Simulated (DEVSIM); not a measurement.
Device: abrupt GaAs p-n junction, at 400 K.

Layer 1 from the left is GaAs, thickness (μm) 11.0, Na (cm⁻³) 8.3e16, τn (s) 3.8e-10, τp (s) 3.8e-10. Layer 2 from the left is GaAs, thickness (μm) 1.00, Nd (cm⁻³) 3.7e16, τn (s) 3.8e-10, τp (s) 3.8e-10.

Left contact: ohmic. Right contact: ohmic. Voltage is applied to the left contact. Recombination: SRH at mid-gap, radiative. Mobility is constant in doping.

Constants are typed, rounded textbook-type inputs, not results; the design itself was drawn at random and stands for no fabricated device. Values at 300 K; Nc and Nv go as T^1.5, mobilities as T to minus their exponent, the gap by Varshni's rule with the affinity fixed.

GaAs: gap (eV) 1.424, affinity (eV) 4.07, permittivity 12.9, Nc (cm⁻³) 4.7e17, Nv (cm⁻³) 9e18, μn (cm²/Vs) 8500, μp (cm²/Vs) 400, T exponent of μn 2.1, T exponent of μp 2.2, B (cm³/s) 2e-10, Varshni α (eV/K) 0.000541, Varshni β (K) 204.

Simulated with DEVSIM: 1D drift-diffusion, Boltzmann statistics, complete ionisation; no tunnelling, impact ionisation, image-force lowering or self-heating.

### Question
What does the simulation give for the largest field in the device at zero bias, the potential step across the device at zero bias, the dark forward voltage at 100 A/cm², the dark forward voltage at 1 A/cm²?

### Answer
largest field in the device at zero bias 86000 V/cm; potential step across the device at zero bias 1.098 V; dark forward voltage at 100 A/cm² 0.989 V; dark forward voltage at 1 A/cm² 0.781 V.
